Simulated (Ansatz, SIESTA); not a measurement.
**Hf₂Ge (I4/mcm, 6 atoms in the cell) computed with different codes at matched settings**

Self-consistent single point.

```xyz
6
Lattice="-3.2580 3.2580 2.6205 3.2580 -3.2580 2.6205 3.2580 3.2580 -2.6205" Properties=species:S:1:pos:R:3 pbc="T T T"
Hf     1.0149     2.2431     0.0000
Hf     2.2431     1.0149     2.6205
Hf     4.2730     1.0149     0.0000
Hf    -1.0149     2.2431     2.6205
Ge     0.0000     0.0000     1.3103
Ge     0.0000     0.0000     3.9308
```

Shared settings, as Ansatz (an electronic-structure program) writes them: kpoints.mp_grid.grid = 5 5 5; magnetization.spin_orbit = true; scf.occupations.method = gaussian; scf.occupations.width = 0.1 eV. Potentials and cutoffs stand in the table.

```
code                                                                                                                                                               model  pressure (GPa)  largest force (eV/Å)       cutoff
------  ----------------------------------------------------------------------------------------------------------------------------------------------------------------  --------------  --------------------  -----------
Ansatz                                                                                                          PBEsol with spin-orbit coupling, PAW files made with PBE            1.40                 0.106      default
SIESTA  GGA PBEsol with spin-orbit coupling, numerical atomic orbitals DZP, PseudoDojo PBEsol fully relativistic norm-conserving potentials (rewritten from UPF to PSML)               –                 0.412  grid 300 Ry
```

A dash marks a value that a program does not give, or that is left out as unsure.

The spread over the programs that give each value: largest force within 0.306 eV/Å.

SIESTA uses small atom-centred bases, whose incompleteness enters pressures, forces and empty levels differently from a plane-wave cutoff.

The starting cell comes from a database of computed structures (which also holds hypothetical and non-ambient phases and stackings), without a prior relaxation at this level. Its lattice was rescaled by a random factor within 2.5 % of one.

Left out of this page: Elk (not drawn, or without a comparable value).

Keys are those of Ansatz 0.2.
